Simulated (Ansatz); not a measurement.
B20 (FeSi-type) FeGe, treated with rVV10 (Ansatz, a program for electronic structure, PAW).

Settings: plane-wave cutoff 520 eV, 12×12×12 k mesh, Fermi–Dirac smearing 0.05 eV, spin-polarised with parallel moments, scalar-relativistic PAW data made under PBE.

Equation-of-state points:

```json
[
 {"V (Å³/atom)": "12.436", "E − E_lowest (meV/atom)": "10.42"},
 {"V (Å³/atom)": "12.695", "E − E_lowest (meV/atom)": "2.49"},
 {"V (Å³/atom)": "12.954", "E − E_lowest (meV/atom)": "0.00"},
 {"V (Å³/atom)": "13.213", "E − E_lowest (meV/atom)": "2.27"},
 {"V (Å³/atom)": "13.472", "E − E_lowest (meV/atom)": "8.68"}
]
```

Q: Estimate the bulk modulus and its pressure derivative from these points.

A: V0 = 12.954 Å³/atom, B0 = 147 GPa, B′ = 5.8 (fit to the energies at full precision).

Shape and atoms are relaxed at each volume.

Measured, for comparison: bulk modulus 147 ± 3 GPa (82 K, zero-point motion not removed; as tabulated in Wilhelm et al. (2007), arXiv:cond-mat/0703031); equilibrium volume per atom 12.97 Å³/atom (295 K, no zero-point or thermal correction; as tabulated in Wilhelm et al. (2007), arXiv:cond-mat/0703031). Computed (rounded) less measured: bulk modulus 0.0 % (inside the measured uncertainty), equilibrium volume per atom -0.2 %.

Note: the collinear magnetic order is the start's and need not be the measured one; the bulk modulus comes from volumes at which shape and atoms were relaxed.

Computed values are for the static lattice.
